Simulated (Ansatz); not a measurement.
**Response to strain in ZnS**

The reference is ZnS in the zinc blende structure (space group F-43m, No. 216; a = 5.3891 Å).

Strains are applied to the cell and any free atomic positions relax.

Calculations: r2SCAN in Ansatz (plane waves to 500 eV, PAW, no spin-orbit coupling).

Before the change:

```
Quantity   Result
--------  -------
Band gap  2.70 eV
```

The aim is a band gap between 2.17 eV and 2.36 eV. Which of these changes reaches it?
A. isotropic strain +1.00 %
B. isotropic strain +3.00 %
C. isotropic strain +0.50 %

B, isotropic strain +3.00 %. It gives 2.30 eV; isotropic strain +0.50 % gives 2.63 eV; isotropic strain +1.00 % gives 2.57 eV. Changes not listed may reach it too

Stability against distortions was not tested.

Ansatz is a quantum-chemistry and plane-wave program.
